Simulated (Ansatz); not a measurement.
Input for hcp Mg (0 0 1) on cubic CsPbBr3 (1 1 1) (film strained to the substrate, started from cuts of the bulks and a machine-learned relaxation; slabs Cs4Br12Pb3 and Mg28, which can lie off the formulas):

Ansatz 0.2 input:
```yaml
crystal:
  lattice:
    - [8.4852808, 0.0, 0.018081945]
    - [-4.2426407, 7.3484691, -0.002487703]
    - [4.645715321, -0.591332505, 24.724230971]
  atoms:
    - { symbol: Cs, position: [0.936602383, 0.882274867, 0.102309879] }
    - { symbol: Br, position: [0.913696272, 0.432423631, 0.046107223] }
    - { symbol: Br, position: [0.390235105, 0.877312557, 0.023259835] }
    - { symbol: Br, position: [0.341934031, 0.3188821, 0.045079802] }
    - { symbol: Cs, position: [0.479686744, 0.193097992, 0.230513508] }
    - { symbol: Pb, position: [0.21970336, 0.553572526, 0.116733229] }
    - { symbol: Br, position: [0.517717642, 0.739016719, 0.196213929] }
    - { symbol: Br, position: [0.019845586, 0.239177706, 0.202853793] }
    - { symbol: Br, position: [0.042447586, 0.737527737, 0.208946252] }
    - { symbol: Cs, position: [0.114582881, 0.556264813, 0.32727739] }
    - { symbol: Pb, position: [0.806420352, 0.89847855, 0.278271022] }
    - { symbol: Br, position: [0.104258083, 0.070149669, 0.361102275] }
    - { symbol: Br, position: [0.57313444, 0.540645352, 0.344370877] }
    - { symbol: Br, position: [0.595431177, 0.081306852, 0.356860849] }
    - { symbol: Cs, position: [0.688629057, 0.865410473, 0.450779897] }
    - { symbol: Pb, position: [0.399733, 0.261345011, 0.441093729] }
    - { symbol: Br, position: [0.712448127, 0.482810816, 0.506431514] }
    - { symbol: Br, position: [0.190037954, 0.959346632, 0.530591639] }
    - { symbol: Br, position: [0.251143039, 0.50332043, 0.523862892] }
    - { symbol: Mg, position: [0.98112362, 0.328934846, 0.619667035] }
    - { symbol: Mg, position: [0.689946089, 0.469704283, 0.617302098] }
    - { symbol: Mg, position: [0.401168425, 0.612860577, 0.622779182] }
    - { symbol: Mg, position: [0.117324644, 0.758545392, 0.623509707] }
    - { symbol: Mg, position: [0.830320144, 0.901174069, 0.626418242] }
    - { symbol: Mg, position: [0.549123624, 0.045352384, 0.626870574] }
    - { symbol: Mg, position: [0.258722631, 0.180187467, 0.623222831] }
    - { symbol: Mg, position: [0.157098527, 0.379723701, 0.725158113] }
    - { symbol: Mg, position: [0.870472725, 0.519644846, 0.723593465] }
    - { symbol: Mg, position: [0.586589678, 0.665256808, 0.725477255] }
    - { symbol: Mg, position: [0.30195619, 0.808674202, 0.726125684] }
    - { symbol: Mg, position: [0.015605113, 0.951916319, 0.726713947] }
    - { symbol: Mg, position: [0.731266107, 0.097363274, 0.726790247] }
    - { symbol: Mg, position: [0.444308378, 0.240370101, 0.725724406] }
    - { symbol: Mg, position: [0.868043792, 0.339930221, 0.830126669] }
    - { symbol: Mg, position: [0.581092257, 0.484069019, 0.829593631] }
    - { symbol: Mg, position: [0.293522739, 0.623282856, 0.830646995] }
    - { symbol: Mg, position: [0.011356604, 0.768466393, 0.827738863] }
    - { symbol: Mg, position: [0.721116414, 0.910933599, 0.829619571] }
    - { symbol: Mg, position: [0.437841626, 0.057296165, 0.830193182] }
    - { symbol: Mg, position: [0.154038588, 0.201269015, 0.830428561] }
    - { symbol: Mg, position: [0.042883251, 0.396145273, 0.937863116] }
    - { symbol: Mg, position: [0.76993382, 0.543289137, 0.928950537] }
    - { symbol: Mg, position: [0.48153316, 0.684922344, 0.934035577] }
    - { symbol: Mg, position: [0.198740866, 0.825746892, 0.930429423] }
    - { symbol: Mg, position: [0.912566511, 0.967937493, 0.927971845] }
    - { symbol: Mg, position: [0.623100924, 0.110855275, 0.932864349] }
    - { symbol: Mg, position: [0.339481014, 0.259499098, 0.935019952] }
basis:
  ecutwfc: 420
  ecutrho_ratio: 4
  xc_grid: 2
kpoints:
  mp_grid: { grid: [4, 4, 1] }
hamiltonian:
  xc: pbe
  dispersion: none
  pseudopotentials: { kind: paw }
scf:
  n_extra_bands: 55
  occupations: { method: fermi_dirac, width: 0.05 }
output:
  forces: true
  stress: true
  eigenstates:
    kpoints:
      - [0, 0, 0]
      - [0.5, 0, 0]
      - [0, 0.5, 0]
      - [0.5, 0.5, 0]
    e_range: [-3.5, 3.5]
    localisation: true
relax:
  f_tol: 0.04
  max_steps: 70
  cell: { fix: [a, b, gamma], stress_tol: 0.3 }
```

Method: PBE (plane waves to 420 eV, PAW; Ansatz, a quantum-chemistry and plane-wave program). No spin–orbit coupling; the runs are not spin-polarised. Its k-point mesh 4×4×1, Fermi–Dirac width 0.05 eV.

Q: What does the end of the output print (band table and long remarks left out, numbers rounded to eight decimals)?

A: 
```
SCF converged after 4 iterations
Free energy (F): -145690.754350 eV
Harris-Foulkes:  -145690.754350 eV  (|F-HF|=6.69e-9)
Internal energy: -145690.637331 eV  (E = F + TS)
E sigma→0 (E₀):  -145690.695841 eV
Entropy (-TS):   -0.117019 eV (-2.490 meV/atom)
Fermi energy:    4.592294 eV
--- Per-component energies (eV) ---
  E_band       = -11200.282544
  E_kinetic    = 5112.162316
  E_local      = -98099.345353  (includes V_loc(G=0)·N_el)
  E_nonlocal   = 4694.706879
  E_hartree    = 41133.209755
  E_xc         = -5323.006472
  E_vxc        = -3162.795868  (∫ρ·V_xc dr)
  E_paw        = -86629.381151  (= ΣΔE_a)
  E_vpaw       = -2011.425199  (= ΣTr[D̂ρ^β])
  E_aug_tail   = 0.000042  (compensation charges beyond the density's cutoff)
  E_ewald      = -6578.983347
  E_smearing   = -0.117019  (= −TS)
  E_closure    = 0.000000  (closes the sum)
  Σ components = -145690.754350   (vs F -145690.754350, Δ=0.00e0)
--- Forces (eV/Å), atoms counted from 1 ---
  atom   1  Cs    -0.00034517    -0.00290253    -0.00148007
  atom   2  Br    -0.00012886     0.00189843     0.00681895
  atom   3  Br    -0.00253384    -0.00415229     0.00468752
  atom   4  Br    -0.00413767     0.00918672     0.00336506
  atom   5  Cs    -0.00203900    -0.00153845    -0.00883881
  atom   6  Pb     0.00664137     0.00187656    -0.01013187
  atom   7  Br    -0.00337173    -0.00042081    -0.00457908
  atom   8  Br    -0.00005555     0.00049065     0.00750477
  atom   9  Br    -0.00244940     0.00622768     0.01022491
  atom  10  Cs    -0.00144710    -0.00232897     0.00226203
  atom  11  Pb     0.00780321     0.00977420     0.00357911
  atom  12  Br     0.00126991     0.00004395     0.00260565
  atom  13  Br     0.00128595     0.00343902    -0.00495547
  atom  14  Br     0.00357610     0.00761081     0.00173404
  atom  15  Cs     0.00663521    -0.00581689    -0.00340423
  atom  16  Pb    -0.00503644    -0.01566821     0.01468157
  atom  17  Br     0.00175322     0.00050171    -0.00408979
  atom  18  Br    -0.00190824     0.00222817    -0.01219594
  atom  19  Br    -0.00286355    -0.00158028    -0.01473478
  atom  20  Mg     0.00036977    -0.00193487     0.00121250
  atom  21  Mg    -0.00009007    -0.00062035     0.00792531
  atom  22  Mg     0.00013684     0.00055256     0.01153009
  atom  23  Mg     0.00093987     0.00057251    -0.00232078
  atom  24  Mg     0.00180141     0.00238203     0.00218497
  atom  25  Mg    -0.00241385     0.00066028     0.00370008
  atom  26  Mg    -0.00175585    -0.00120498     0.00034264
  atom  27  Mg    -0.00109893    -0.00104209     0.00000358
  atom  28  Mg    -0.00043356    -0.00007562    -0.00281093
  atom  29  Mg    -0.00022560     0.00174584    -0.00336000
  atom  30  Mg    -0.00046013    -0.00054374    -0.00103700
  atom  31  Mg    -0.00142045    -0.00154822     0.00046574
  atom  32  Mg    -0.00030658     0.00016942     0.00119855
  atom  33  Mg     0.00037545    -0.00093597    -0.00245433
  atom  34  Mg    -0.00078084     0.00034608    -0.00111805
  atom  35  Mg     0.00033558    -0.00007213    -0.00127679
  atom  36  Mg     0.00117864    -0.00081613     0.00093665
  atom  37  Mg    -0.00191153    -0.00157471    -0.00105172
  atom  38  Mg     0.00018423    -0.00049324    -0.00148678
  atom  39  Mg     0.00069066     0.00010233    -0.00124142
  atom  40  Mg     0.00026476    -0.00008625    -0.00059394
  atom  41  Mg     0.00069612    -0.00039904    -0.00424802
  atom  42  Mg    -0.00132792    -0.00057168     0.00100065
  atom  43  Mg     0.00118826    -0.00282822    -0.00336155
  atom  44  Mg     0.00039032    -0.00133452     0.00176412
  atom  45  Mg    -0.00069458    -0.00143698     0.00070201
  atom  46  Mg     0.00075562     0.00069994     0.00068370
  atom  47  Mg     0.00097081     0.00143844    -0.00028785
  max |Σ_I F_I| component: 5.50e-5 eV/Å
--- Stress (GPa, compression-positive) ---
       -0.492189      -0.002762      -0.005801
       -0.002762      -0.484682       0.013519
       -0.005801       0.013519      -0.004733
  P = ⅓ Tr σ = -0.3272 GPa (-3.272 kbar)
--- Relaxed structure (16 steps of the walk, 15 accepted, 1 SCFs on fresh bases) ---
  F+E_penalty+E_count = -145690.75435043 eV   max|allowed force component| = 1.567e-2 eV/Å   (the final SCF, on the basis selected at the relaxed cell)
  cell:  # Å, volume = 1518.4917 Å³
    - [8.48521275, -0.00103291, -0.03848127]
    - [-4.24294523, 7.34384698, -0.25560069]
    - [4.48161279, -1.53761423, 24.40726481]
  atoms:
    - { symbol: Cs, position: [0.90309403, 0.85664034, 0.09445446] }
    - { symbol: Br, position: [0.92759220, 0.41995474, 0.05676306] }
    - { symbol: Br, position: [0.48062371, 0.83431874, 0.05744185] }
    - { symbol: Br, position: [0.34061067, 0.27983584, 0.05606722] }
    - { symbol: Cs, position: [0.52364658, 0.23295670, 0.22676679] }
    - { symbol: Pb, position: [0.22496092, 0.53354104, 0.12641242] }
    - { symbol: Br, position: [0.52920173, 0.65973790, 0.20747166] }
    - { symbol: Br, position: [-0.03522552, 0.22767100, 0.20692676] }
    - { symbol: Br, position: [0.09637573, 0.79148443, 0.20693014] }
    - { symbol: Cs, position: [0.15481677, 0.60129550, 0.32971922] }
    - { symbol: Pb, position: [0.83888373, 0.91712139, 0.27782315] }
    - { symbol: Br, position: [0.14982465, 0.17460010, 0.34858050] }
    - { symbol: Br, position: [0.71441721, 0.60772596, 0.34888101] }
    - { symbol: Br, position: [0.58081404, 0.04131125, 0.34870687] }
    - { symbol: Cs, position: [0.77844053, 0.98247704, 0.46164872] }
    - { symbol: Pb, position: [0.45646155, 0.30409871, 0.42941044] }
    - { symbol: Br, position: [0.75715785, 0.41994726, 0.49775787] }
    - { symbol: Br, position: [0.20321474, 1.00666497, 0.50009452] }
    - { symbol: Br, position: [0.34329973, 0.55873663, 0.50005829] }
    - { symbol: Mg, position: [0.92113912, 0.27461290, 0.62320983] }
    - { symbol: Mg, position: [0.64506011, 0.41535775, 0.60853447] }
    - { symbol: Mg, position: [0.35734678, 0.55983480, 0.60949433] }
    - { symbol: Mg, position: [0.06765429, 0.70452883, 0.61994576] }
    - { symbol: Mg, position: [0.78032457, 0.85059503, 0.62315082] }
    - { symbol: Mg, position: [0.49839820, -0.00770042, 0.62335123] }
    - { symbol: Mg, position: [0.21320685, 0.12855413, 0.60976592] }
    - { symbol: Mg, position: [0.13040479, 0.35977513, 0.72366311] }
    - { symbol: Mg, position: [0.83471422, 0.49911072, 0.72432343] }
    - { symbol: Mg, position: [0.55380137, 0.64066805, 0.72384700] }
    - { symbol: Mg, position: [0.27221789, 0.78304456, 0.72415613] }
    - { symbol: Mg, position: [-0.01154643, 0.93642583, 0.72415510] }
    - { symbol: Mg, position: [0.69673018, 0.07448633, 0.72939791] }
    - { symbol: Mg, position: [0.41190438, 0.21791299, 0.72391998] }
    - { symbol: Mg, position: [0.85794413, 0.34891834, 0.83191833] }
    - { symbol: Mg, position: [0.56233352, 0.48880798, 0.83246924] }
    - { symbol: Mg, position: [0.28116980, 0.63064765, 0.83221635] }
    - { symbol: Mg, position: [-0.00350902, 0.77390666, 0.82670781] }
    - { symbol: Mg, position: [0.70445136, 0.91185068, 0.83196041] }
    - { symbol: Mg, position: [0.42073560, 0.06539915, 0.83201275] }
    - { symbol: Mg, position: [0.13894486, 0.20741023, 0.83235082] }
    - { symbol: Mg, position: [0.04828487, 0.43264198, 0.94676587] }
    - { symbol: Mg, position: [0.77157726, 0.57384045, 0.93275991] }
    - { symbol: Mg, position: [0.47960673, 0.72031107, 0.94708849] }
    - { symbol: Mg, position: [0.19465399, 0.85594409, 0.93279062] }
    - { symbol: Mg, position: [0.91204112, 0.99710262, 0.93288668] }
    - { symbol: Mg, position: [0.62477517, 0.14345986, 0.93628780] }
    - { symbol: Mg, position: [0.33538770, 0.28814857, 0.94644956] }
```

Cost: roughly 120 core-minutes.
